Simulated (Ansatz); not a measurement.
Here is the system:

```xyz
4
Lattice="5.0085 0.0000 0.0000 0.0000 3.8622 0.0000 0.0000 0.0000 18.2807" Properties=species:S:1:pos:R:3 pbc="T T T"
As     2.9202     0.0000    10.3152
As     4.5925     1.9311    10.3152
As     2.0883     0.0000     7.9654
As     0.4160     1.9311     7.9654
```

All values below come from PBE, rigid bands (plane waves, PAW, scalar-relativistic; Ansatz, a program for electronic structure). Condition of this run: biaxial strain +5 %. Geometry: cell and atoms relaxed with PBE, then loaded as said.

Question: Predict the electron conductivity mass (n e² τ/σ) at 300 K, by direction if it differs.

Answer: 0.155 (x), 0.113 (y) mₑ.

Question: And the band gap?

Answer: 0.78 eV at this level; semilocal functionals usually fall short of the measured gap.

Rigid bands, one relaxation time for all states, no polarons. Spin-orbit coupling is left out; where it splits the top of the valence band it changes the hole mass and lowers the gap by about a third of the splitting.
